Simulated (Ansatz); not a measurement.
The structure below was relaxed with r2SCAN in Ansatz (plane waves to 500 eV, PAW, no spin-orbit coupling), earlier PAW set.

Space group F-43m (No. 216); a = b = c = 5.452 Å, α = β = γ = 90.00°

```json
[
 {"atom": "P", "site": "4c", "symmetry": "-43m", "x": "0.2500", "y": "0.2500", "z": "0.2500"},
 {"atom": "Ga", "site": "4a", "symmetry": "-43m", "x": "0.0000", "y": "0.0000", "z": "0.0000"}
]
```

Problem. Write out a cell with all atoms.

Solution. 
```xyz
8
Lattice="5.4516 0.0000 0.0000 0.0000 5.4516 0.0000 0.0000 0.0000 5.4516" Properties=species:S:1:pos:R:3 pbc="T T T"
P      1.3629     1.3629     1.3629
Ga     0.0000     0.0000     0.0000
P      1.3629     4.0887     4.0887
Ga     0.0000     2.7258     2.7258
P      4.0887     1.3629     4.0887
Ga     2.7258     0.0000     2.7258
P      4.0887     4.0887     1.3629
Ga     2.7258     2.7258     0.0000
```
This is the conventional cell.

Whether these cells are dynamically stable was not tested. The cell was made from GaN by this change: N → P.

Ansatz is a program for electronic structure.
